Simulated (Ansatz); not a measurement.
Method: PBE (plane waves to 420 eV, PAW; Ansatz, a first-principles code).

Plane-averaged electrostatic potential energy along the normal, in eV from the Fermi level, for the (110) surface of germanium (in the relaxation like top atoms buckled by 0.8 Å), Si on one of 2 atoms of the third shell, no caps (bottom of the slab: built like the top, H on every dangling bond, free):

(z (Å), V (eV)): (3.89, 4.36); (4.17, 4.36); (4.44, 4.36); (4.72, 4.36); (5.00, 4.36); (5.28, 4.36); (5.56, 4.36); (5.83, 4.36); (6.11, 4.35); (6.39, 4.35); (6.67, 4.33); (6.94, 4.30); (7.22, 4.22); (7.50, 4.02); (7.78, 3.58); (8.06, 2.30); (8.33, 0.95); (8.61, 0.77); (8.89, -1.38); (9.17, -4.27); (9.44, -6.18); (9.72, -6.22); (10.00, -4.47); (10.28, -1.92); (10.56, -0.29); (10.83, -1.62); (11.11, -4.20); (11.39, -6.15); (11.67, -6.45); (11.94, -4.89); (12.22, -2.33); (12.50, -0.21); (12.78, -0.79); (13.06, -3.34); (13.33, -5.63); (13.61, -6.53); (13.89, -5.50); (14.17, -3.15); (14.44, -0.63); (14.72, -0.22); (15.00, -2.42); (15.28, -4.95); (15.56, -6.43); (15.83, -6.06); (16.11, -4.07); (16.39, -1.51); (16.67, -0.28); (16.94, -1.92); (17.22, -4.89); (17.50, -6.96); (17.78, -6.84); (18.06, -4.60); (18.33, -1.59); (18.61, -0.09); (18.89, -1.41); (19.17, -4.03); (19.44, -6.07); (19.72, -6.56); (20.00, -5.32); (20.28, -3.36); (20.56, -2.02); (20.83, -2.22); (21.11, -3.18); (21.39, -4.12); (21.67, -4.11); (21.94, -3.02); (22.22, -1.34); (22.50, 0.50); (22.78, 2.37); (23.06, 3.53); (23.33, 4.06); (23.61, 4.32); (23.89, 4.45); (24.17, 4.51); (24.44, 4.54); (24.72, 4.55); (25.00, 4.56); (25.28, 4.56); (25.56, 4.57); (25.83, 4.57); (26.11, 4.57); (26.39, 4.57)

Model: 16-atom slab, 13.5 Å thick at the start with caps and adatoms (thin: gaps and levels are the slab's own), 7x5x1 mesh, Fermi-Dirac 0.025 eV, dipole correction, 2 atoms held, the rest relaxed; start symmetry kept, larger cells not searched; no spin (no spin-polarised run to compare, though such a face may carry moments), no spin-orbit, no U. The slab shows no gap on its mesh. In PBE it is, or lies within 0.01 eV a 1x1 cell of, the lowest of the 3 structures of its composition computed so far; subsurface sites and larger cells were not tried.

The vacuum level lies 4.57 eV above the Fermi level over the top face and 4.36 eV above it under the bottom face.
